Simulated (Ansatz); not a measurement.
Given:

End structure of a constructed model of the (111) surface of fcc Ir, a layer of Pt in place of the third plane (bottom of the slab: a bare face, its two planes held):

```
CELL_PARAMETERS angstrom
      2.73720     0.00000     0.00000
     -1.36860     2.37048     0.00000
      0.00000     0.00000    27.50000
ATOMIC_POSITIONS crystal
  Ir 0.33333 0.66667 0.29792
  Ir 0.66667 0.33333 0.37919
  Ir 0.00000 0.00000 0.45847
  Pt 0.33333 0.66667 0.54295
  Ir 0.66667 0.33333 0.62701
  Ir 0.00000 0.00000 0.70546
```

Set-up: 6 atoms, 11.1 Å thick at the start with caps and adatoms (thin: gaps and levels are the slab's own); mesh 16x16x1; 0.1 eV smearing; dipole correction on; 2 atoms held, the rest relaxed; symmetry of the start imposed; no spin, no spin-orbit, no U. In PBE it is, or lies within 0.01 eV a 1x1 cell of, the lowest of the 2 structures of its composition computed so far; subsurface sites and larger cells were not tried.

Estimate the work function of the top face that PBE (Ansatz, a quantum-chemistry and plane-wave program) returns for this input.

5.55 eV
